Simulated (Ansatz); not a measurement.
Consider BaTiO3 in the cubic perovskite structure (space group Pm-3m, No. 221; a = 3.994 Å). Axes: x, y, z lie along the cube axes.

Level of theory: Ansatz (a quantum-chemistry and plane-wave program) r2SCAN, no spin-orbit coupling, earlier PAW set.

Perturbation: the cell is stretched by 0.96 % along z with no lateral relaxation, atoms relaxed at fixed cell.

Task: Predict the stress tensor and what it implies for the stiffness.

Result: Stress of the strained cell less that of the base (GPa, compression positive):
```
  -1.06    0.00    0.00
   0.00   -1.06    0.00
   0.00    0.00   -2.88
```

Then −Δσ_ii/ε with ε = 0.0096 gives relaxed-ion elastic constants: C33 ≈ 300 GPa, C13 ≈ 111 GPa and C23 ≈ 111 GPa.

Stability against distortions was not tested. The final runs are not spin-polarised. Many cubic perovskites are stable only at high temperature; tilts and polar distortions were not tested. This is not the structure that BaTiO3 has at room temperature and ambient pressure.
